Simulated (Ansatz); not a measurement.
Subject: the energy of the reaction as written. Reaction: 4/9 cell B + 5/9 La (P6₃/mmc) → cell A. The sign is products less reactants.

Cell A: a slab of Pt (fcc, Fm-3m) cut along (111), 21 atoms, hexagonal cell of 5.62 Å (27.3 Å²), symmetry P3m1 within 0.02 Å, 11.4 Å thick under 17 Å of vacuum, in-plane vectors held at the crystal's; planes from bottom to top: Pt4 × 5 | La, its two faces unlike (dipole correction applied); added, foreign or displaced atoms, above the top plane: La bound to 3 Pt at 2.70 Å; spin state with PBE: run without spin, k-point mesh 10×10×1.
```
LaPt20
1.0
    5.61701     0.00000     0.00000
    2.80850     4.86447     0.00000
    0.00000     0.00000    28.12747
Pt La
20 1
Direct
  0.83336   0.33336   0.28481
  0.33329   0.33336   0.28481
  0.83336   0.83329   0.28481
  0.33333   0.83333   0.28476
  0.99967   0.00017   0.36693
  0.50017   0.00017   0.36693
  0.00000   0.50000   0.36681
  0.50017   0.49967   0.36693
  0.16581   0.16838   0.44755
  0.66667   0.16667   0.44855
  0.16581   0.66581   0.44755
  0.66838   0.66581   0.44755
  0.83422   0.33422   0.53025
  0.33155   0.33422   0.53025
  0.83422   0.83155   0.53025
  0.33333   0.83333   0.52732
  0.00928   0.99536   0.61405
  0.49536   0.99536   0.61405
  0.00000   0.50000   0.61746
  0.49536   0.50928   0.61405
  0.66667   0.16667   0.68938
```

Cell B: a slab of Pt (fcc, Fm-3m) cut along (111), 46 atoms, hexagonal cell of 8.43 Å (61.5 Å²), symmetry P3m1 within 0.02 Å, 11.4 Å thick under 17 Å of vacuum, in-plane vectors held at the crystal's; planes from bottom to top: Pt9 × 5 | La, its two faces unlike (dipole correction applied); added, foreign or displaced atoms, above the top plane: La bound to 3 Pt at 2.70 Å; spin state with PBE: run without spin, k-point mesh 5×5×1.
```yaml
crystal:
  lattice:
    - [8.42551, 0.00000, 0.00000]
    - [4.21276, 7.29671, 0.00000]
    - [0.00000, 0.00000, 28.12747]
  atoms:
    - { symbol: Pt, position: [0.88834, 0.22250, 0.28427] }
    - { symbol: Pt, position: [0.22250, 0.22250, 0.28427] }
    - { symbol: Pt, position: [0.55549, 0.22235, 0.28489] }
    - { symbol: Pt, position: [0.88873, 0.55587, 0.28471] }
    - { symbol: Pt, position: [0.22235, 0.55549, 0.28489] }
    - { symbol: Pt, position: [0.55549, 0.55549, 0.28489] }
    - { symbol: Pt, position: [0.88873, 0.88873, 0.28471] }
    - { symbol: Pt, position: [0.22250, 0.88834, 0.28427] }
    - { symbol: Pt, position: [0.55587, 0.88873, 0.28471] }
    - { symbol: Pt, position: [0.99970, 0.99970, 0.36603] }
    - { symbol: Pt, position: [0.33394, 0.99970, 0.36603] }
    - { symbol: Pt, position: [0.66677, 0.99979, 0.36718] }
    - { symbol: Pt, position: [0.99970, 0.33394, 0.36603] }
    - { symbol: Pt, position: [0.33342, 0.33342, 0.36710] }
    - { symbol: Pt, position: [0.66649, 0.33342, 0.36710] }
    - { symbol: Pt, position: [0.99979, 0.66677, 0.36718] }
    - { symbol: Pt, position: [0.33342, 0.66649, 0.36710] }
    - { symbol: Pt, position: [0.66677, 0.66677, 0.36718] }
    - { symbol: Pt, position: [0.11111, 0.11111, 0.44544] }
    - { symbol: Pt, position: [0.44442, 0.11080, 0.44770] }
    - { symbol: Pt, position: [0.77811, 0.11080, 0.44770] }
    - { symbol: Pt, position: [0.11080, 0.44442, 0.44770] }
    - { symbol: Pt, position: [0.44444, 0.44444, 0.44848] }
    - { symbol: Pt, position: [0.77811, 0.44442, 0.44770] }
    - { symbol: Pt, position: [0.11080, 0.77811, 0.44770] }
    - { symbol: Pt, position: [0.44442, 0.77811, 0.44770] }
    - { symbol: Pt, position: [0.77778, 0.77778, 0.44836] }
    - { symbol: Pt, position: [0.89025, 0.22154, 0.52784] }
    - { symbol: Pt, position: [0.22154, 0.22154, 0.52784] }
    - { symbol: Pt, position: [0.55547, 0.22240, 0.52949] }
    - { symbol: Pt, position: [0.88891, 0.55551, 0.52932] }
    - { symbol: Pt, position: [0.22240, 0.55547, 0.52949] }
    - { symbol: Pt, position: [0.55547, 0.55547, 0.52949] }
    - { symbol: Pt, position: [0.88891, 0.88891, 0.52932] }
    - { symbol: Pt, position: [0.22154, 0.89025, 0.52784] }
    - { symbol: Pt, position: [0.55551, 0.88891, 0.52932] }
    - { symbol: Pt, position: [0.00037, 0.00037, 0.61165] }
    - { symbol: Pt, position: [0.33260, 0.00037, 0.61165] }
    - { symbol: Pt, position: [0.66741, 0.99852, 0.61259] }
    - { symbol: Pt, position: [0.00037, 0.33260, 0.61165] }
    - { symbol: Pt, position: [0.32918, 0.32918, 0.61325] }
    - { symbol: Pt, position: [0.67497, 0.32918, 0.61325] }
    - { symbol: Pt, position: [0.99852, 0.66741, 0.61259] }
    - { symbol: Pt, position: [0.32918, 0.67497, 0.61325] }
    - { symbol: Pt, position: [0.66741, 0.66741, 0.61259] }
    - { symbol: La, position: [0.44444, 0.44444, 0.68843] }
```

Reference: La (P6₃/mmc), 4 atoms in the cell, k-point mesh 18×18×6 on the run's own vectors. Conventional cell: a = 3.7694 Å, b = 3.7694 Å, c = 12.1134 Å, α = 90.00°, β = 90.00°, γ = 120.00°.

All numbers come from Ansatz (an electronic-structure program), plane waves with PAW, its PAW set soft_1, cutoff 420 eV, 500 eV for r2SCAN. The structures are at rest with PBE, within the held lattices; other levels are single points on them. Neutral cells; Fermi-Dirac smearing of at most 0.10 eV in the solids, energies taken to zero width. The lattices are those relaxed with PBE, so at other levels the solids can be strained, which adds to the spread. Larger cells are relaxed from a start prepared with the learned potential CHGNet, on a coarser mesh till forces fall under 0.03 eV/Å, which some starts already meet. A dispersion term (D3(BJ), or D4 for r2SCAN) was computed beside these levels and is taken off wherever the name lacks it. Space groups of crystals are read within 0.01 Å. Static lattices, no vibrational contributions. The structures are the rest points that the relaxations reached, not proven lowest. Spin-orbit coupling is left out. Values are for these cell sizes. The cells' k-point meshes differ in density, so the last digit is unsettled. Cell A has symmetry P3m1 within 0.02 Å and got no random move, so less symmetric positions, which may lie lower, weren't tried. Cell B has symmetry P3m1 within 0.02 Å and got no random move, so less symmetric positions, which may lie lower, weren't tried.

Q: What value does PBE give?

A: -1.48 eV, for 4/9 cell B + 5/9 La (P6₃/mmc) → cell A.

Q: List the value at the remaining levels and say how far they part.

A: 
| Functional | value (eV) | less PBE |
|---|---|---|
| r2SCAN | -1.69 | -0.21 |

The levels shown span 0.21 eV, from r2SCAN (-1.69) to PBE (-1.48).
